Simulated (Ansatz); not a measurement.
## MgS: pressure series

Base system: MgS in the rock salt structure (space group Fm-3m, No. 225; a = 5.1292 Å).

Cell and atoms are relaxed at each pressure.

The values are results of plane-wave PAW DFT at the LDA level (Ansatz, an electronic-structure program, 420 eV), spin-orbit coupling left out, not measurements.

```tsv
pressure (GPa)	volume per atom (Å³/atom)
-1	17.075
0	16.868
0.9	16.689
2.1	?
4.5	16.059
9	15.415
15	14.716
22.5	14.014
30	13.441
```

**Question.** Fit the third-order Birch–Murnaghan form P(V) = (3B₀/2)[(V₀/V)^(7/3) − (V₀/V)^(5/3)]·[1 + (3/4)(B₀′ − 4)((V₀/V)^(2/3) − 1)] (squares taken in P) to the rows shown and predict the withheld row.

**Answer.** Least squares on the printed values gives V₀ = 16.866 Å³/atom, B₀ = 83.4 GPa, B₀′ = 4.0; this predicts 16.466 Å³/atom, and the run gives 16.466 Å³/atom, in agreement.

Measured bulk modulus of MgS: 81 GPa (static lattice; corrected from measurement; as listed in Tamar Goldzak et al., The Journal of Chemical Physics (2022)); the computed value is 3 % above it.

Load acts through the strain it causes; cell and atoms are relaxed under it. Whether these cells are dynamically stable was not tested. Competing high-pressure phases were not computed.
